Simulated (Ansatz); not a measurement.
**A constructed model of the (100) surface of fcc Cu, a layer of Pd in place of the second plane (bottom of the slab: a bare face, its two planes held)**

Computed with PBE (plane waves to 420 eV, PAW; Ansatz, a quantum-chemistry and plane-wave program).

Set-up: 6 atoms, 9.2 Å thick at the start (thin: gaps and levels are the slab's own); mesh 15x15x1; 0.1 eV smearing; dipole correction on; 2 atoms held, the rest relaxed; start symmetry kept, larger cells not searched; no spin, no spin-orbit, no U. It is one candidate, not shown to be the stable structure of the face.

- work function of the top face: 4.69 eV
- energy released by relaxation: 0.061 eV
- cost: roughly 4 core-minutes
